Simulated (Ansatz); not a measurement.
The reference is Cu in the fcc (Cu type) structure (space group Fm-3m, No. 225; relaxed with 0.1 eV smearing).

```
CELL_PARAMETERS angstrom
      0.00000     1.78189     1.78189
      1.78189     0.00000     1.78189
      1.78189     1.78189     0.00000
ATOMIC_POSITIONS crystal
  Cu 0.00000 0.00000 0.00000
```

Cartesian axes are those of the cell as printed.

Method: Ansatz (a program for electronic structure) PBEsol, no SOC.

Strains are applied to the cell and any free atomic positions relax; under biaxial strain the out-of-plane vector relaxes too.

One change was made to it. Results:

The energy rises by 3.6 meV/atom; the shortest interatomic distance falls by 0.011 Å, from 2.520 Å to 2.509 Å.

Question: Which change produced these results?
(A) biaxial strain +2.00 %, plane normal [001], relaxed out of plane
(B) biaxial strain −2.00 %, plane normal [001], relaxed out of plane
(C) biaxial strain +3.00 %, plane normal [001], relaxed out of plane
(D) biaxial strain +2.50 %, plane normal [001], relaxed out of plane
(E) biaxial strain +1.00 %, plane normal [001], relaxed out of plane

Answer: A, biaxial strain +2.00 %, plane normal [001], relaxed out of plane. For comparison, the energy relative to the base in the other runs: biaxial strain +2.50 %, plane normal [001], relaxed out of plane gives +5.4 meV/atom; biaxial strain +3.00 %, plane normal [001], relaxed out of plane gives +7.5 meV/atom; biaxial strain +1.00 %, plane normal [001], relaxed out of plane gives +1.0 meV/atom; biaxial strain −2.00 %, plane normal [001], relaxed out of plane gives +4.9 meV/atom.

No phonon test of stability was made. All final runs are without spin polarisation.
